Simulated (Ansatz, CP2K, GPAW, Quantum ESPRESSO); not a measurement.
## Code comparison for Mg6CdW (Amm2, 8 atoms in the cell)

Self-consistent single point, at a second geometry (lattice scaled by 0.98). First geometry:

```yaml
crystal:
  lattice:
    - [4.89763, 0.00000, 0.00000]
    - [0.00000, 3.09524, 5.35161]
    - [0.00000, -3.09524, 5.35161]
  atoms:
    - { symbol: Mg, position: [0.50000, 0.33541, 0.82999] }
    - { symbol: Mg, position: [0.50000, 0.82999, 0.33541] }
    - { symbol: Mg, position: [0.00000, 0.14709, 0.67723] }
    - { symbol: Mg, position: [0.00000, 0.67723, 0.14709] }
    - { symbol: Mg, position: [0.00000, 0.67694, 0.67694] }
    - { symbol: Mg, position: [0.00000, 0.16696, 0.16696] }
    - { symbol: Cd, position: [0.50000, 0.33389, 0.33389] }
    - { symbol: W, position: [0.50000, 0.83248, 0.83248] }
```

Shared settings, as Ansatz (an electronic-structure program) writes them: kpoints.mp_grid.grid = 4 3 3; scf.occupations.method = gaussian; scf.occupations.width = 0.05 eV. Potentials and cutoffs stand in the table.

```csv
code,model,ΔF from the first geometry (meV/atom),pressure (GPa),largest force (eV/Å),cutoff
CP2K,"PBEsol, GPW, DZVP-MOLOPT-SR-GTH basis, GTH-PBE potentials (GTH_POTENTIALS)",14.8,4.10,0.565,grid 1000 Ry
GPAW,"PBEsol, GPAW PAW datasets PBEsol (made by gpaw-setup)",0.1,1.98,0.084,850 eV
Ansatz,"PBEsol, PAW files made with PBE",0.4,2.00,0.077,default
Quantum ESPRESSO,"PBEsol, SSSP 1.1.2 efficiency (PBE) pseudopotentials",1.0,1.68,0.083,45 Ry
```

For Quantum ESPRESSO (by 0.4 GPa) the energy change implies a higher mean pressure, against the two pressures, than for the other programs: a sign of finite-basis (Pulay) stress.

Size of the force on each atom (eV/Å): Sizes of forces hide their directions.

```json
[
 {"code": "CP2K", "Mg1": "0.359", "Mg2": "0.359", "Mg3": "0.565", "Mg4": "0.565", "Mg5": "0.558", "Mg6": "0.179", "Cd7": "0.032", "W8": "0.035"},
 {"code": "GPAW", "Mg1": "0.071", "Mg2": "0.071", "Mg3": "0.038", "Mg4": "0.038", "Mg5": "0.066", "Mg6": "0.084", "Cd7": "0.037", "W8": "0.038"},
 {"code": "Ansatz", "Mg1": "0.071", "Mg2": "0.071", "Mg3": "0.044", "Mg4": "0.044", "Mg5": "0.071", "Mg6": "0.077", "Cd7": "0.039", "W8": "0.038"},
 {"code": "Quantum ESPRESSO", "Mg1": "0.071", "Mg2": "0.071", "Mg3": "0.030", "Mg4": "0.030", "Mg5": "0.055", "Mg6": "0.083", "Cd7": "0.037", "W8": "0.039"}
]
```

On Ansatz's run: spin-orbit coupling is off. Spin polarisation is off.

The spread over the programs that give each value: ΔF from the first geometry within 14.7 meV/atom; pressure within 2.42 GPa; largest force within 0.488 eV/Å.

CP2K uses small atom-centred bases, whose incompleteness enters pressures, forces and empty levels differently from a plane-wave cutoff. Ansatz's pressure is given at a fixed set of plane waves, as the other plane-wave codes print theirs. In the pressure, CP2K (by 2.12) lies more than 1 GPa from the median of the plane-wave programs. In the force vectors, CP2K (by 0.624) lies more than 0.08 eV/Å from the median of the plane-wave programs.

The shared mesh is coarse (it stands for a supercell whose shortest vector is 18 Å), so the values are not converged in it.

The starting cell comes from a database of computed structures (which also holds hypothetical and non-ambient phases and stackings), without a prior relaxation at this level. For this run, on top of that: lattice scaled by 0.98.

Keys are those of Ansatz 0.2.
